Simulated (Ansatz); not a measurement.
Start from MoSe$_{2}$ in the 2H-MoS2 type structure (space group P6_3/mmc, No. 194; a = 3.2277 Å, c = 12.3457 Å; layered, stacked along the Cartesian z axis). Axes: x lies along a and z along c of the hexagonal cell.

One thing is altered: the cell is stretched by 4.87 % along z with no lateral relaxation, atoms relaxed at fixed cell.

Levels (all Ansatz, a first-principles code, PAW, earlier PAW set): PBEsol-D3(BJ) (420 eV, spin-orbit coupling left out); PBEsol+SOC (420 eV, spin-orbit coupling included).

The geometry is relaxed with PBEsol-D3(BJ).

PBEsol-D3(BJ) gap character: indirect, Γ → K–Γ (47 % along)
PBEsol-D3(BJ) valence-band top at Γ: 0.00, -0.83, -1.23 eV
PBEsol-D3(BJ) lowest conduction level above the VBM at special points: K 1.46 eV; H 1.47 eV; M 1.87 eV; L 1.89 eV

With PBEsol+SOC at the same geometry, the gap character stays indirect, Γ → K–Γ (47 % along); the valence-band top at Γ (three highest Kramers pairs, from the VBM) becomes 0.00, -0.85, -1.19 eV (PBEsol-D3(BJ): 0.00, -0.83, -1.23 eV); the lowest conduction level above the VBM at special points becomes K 1.43 eV; H 1.44 eV; M 1.85 eV; L 1.86 eV (PBEsol-D3(BJ): K 1.46 eV; H 1.47 eV; M 1.87 eV; L 1.89 eV).

Single points use the geometry relaxed with PBEsol-D3(BJ). Differences between runs with and without spin-orbit coupling are approximate. The cells carry an imposed strain or load. Stability against distortions was not tested.
